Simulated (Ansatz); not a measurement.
## Effect of uniaxial stress, 8 GPa tension along z on HfO2

Consider HfO2 (space group P4_2/nmc, No. 137; a = 3.604 Å, c = 5.264 Å). Axes: x, y, z lie along a, b, c of the conventional cell.

One thing is altered: uniaxial stress, 8 GPa tension along z; all other stress components relax to zero.

All numbers come from PBE, PAW, 420 eV (Ansatz, a first-principles code; no spin-orbit coupling). Γ-centred 9×9×6 mesh, Fermi–Dirac width 0.05 eV.

| quantity | base | changed | shift |
|---|---|---|---|
| volume per atom | 11.40 Å³ | 11.77 Å³ | +0.37 Å³ |
| space group | P4_2/nmc (No. 137) | P4_2/nmc (No. 137) | – |
| shortest interatomic distance | 206.9 pm | 205.5 pm | -1.49 pm |
| energy relative to the base (free energy F) | 0 meV/atom | +12 meV/atom | +12 meV/atom |
| band gap | 4.67 eV | 4.74 eV | +0.07 eV |
| gap character | indirect, Z → Γ | indirect, Z → Γ | – |
| smallest direct gap | 4.73 eV | 4.78 eV | +0.05 eV |
| width of the top valence band | 0.94 eV | 0.88 eV | -0.06 eV |
| electron mass | 1.0 mₑ along c, 0.88 mₑ across (at Γ) | 1.0 mₑ along z, 0.97 mₑ across (at Γ) | – |
| strain response (xx, yy, zz) | – | (−0.38, −0.38, +4.03) % | – |
| secant Young's modulus along z | – | 200 GPa | – |
| mean lateral Poisson ratio | – | 0.09 | – |

With Hf present, leaving out spin-orbit coupling can change the band edges. Effective masses come from finite differences of ±0.01 Å⁻¹. Beyond what the load breaks, stability against distortions was not tested. This is not the structure that HfO2 has at room temperature and ambient pressure.
